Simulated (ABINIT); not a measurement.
Band structure of MnAu2 (I4/mmm, 3 atoms in the cell).

```xyz
3
Lattice="-1.6815 1.6815 4.2960 1.6815 -1.6815 4.2960 1.6815 1.6815 -4.2960" Properties=species:S:1:pos:R:3 pbc="T T T"
Mn     0.0000     0.0000     0.0000
Au     0.0000     0.0000     3.0072
Au     0.0000     0.0000     5.5848
```
Moments meant for the start (each program seeds them in its own way; μB, in the order of the atoms Mn Au Au): 4.0 0.0 0.0.

Computed with LDA (PW92), PAW (JTH v2.0 LDA PAW) (plane waves; ABINIT 10.0.3).

Settings: pseudos = [Mn.LDA_PW-JTH.xml, Au.LDA_PW-JTH.xml]; ecut = 816 eV; pawecutdg = 1633 eV; pawxcdev = 0; nsppol = 2; occopt = 7; tsmear = 0.05 eV; ngkpt = 4 4 4; nshiftk = 1; shiftk = 0 0 0; potentials = JTH v2.0 LDA PAW; kptopt = 1; nstep = 100.

The starting cell comes from a database of published, mostly measured structures (it also holds non-ambient and calculated ones), without a prior relaxation at this level. Spin-orbit coupling is off. With one magnetic atom in the cell only a parallel order is possible.

Levels in eV from the Fermi level, bands 18 to 25 of the first spin channel:
```tsv
point	18	19	20	21	22	23	24	25
Γ	-2.64	-2.11	-1.66	1.93	2.88	8.86	8.86	9.34
X	-2.12	-1.67	-1.63	1.74	2.32	3.37	3.84	4.71
Y	-2.25	-1.63	-0.93	1.18	1.38	2.91	5.19	5.96
S	-2.25	-1.89	-1.55	-1.55	-1.53	7.10	8.25	9.69
Z	-1.92	-1.79	-1.79	-1.32	4.60	4.60	9.87	10.18
S1	-2.25	-1.89	-1.55	-1.55	-1.53	7.10	8.25	9.69
N	-1.81	-1.71	-1.40	-1.35	-0.46	4.12	9.92	10.99
P	-2.13	-2.12	0.75	0.75	1.70	2.61	5.52	5.75
Y1	-2.25	-1.63	-0.93	1.18	1.38	2.91	5.19	5.96
```

Bands cross the Fermi level along this path, so the cell is metallic at this level.

The net moment of the cell came out as 4.05 μB.
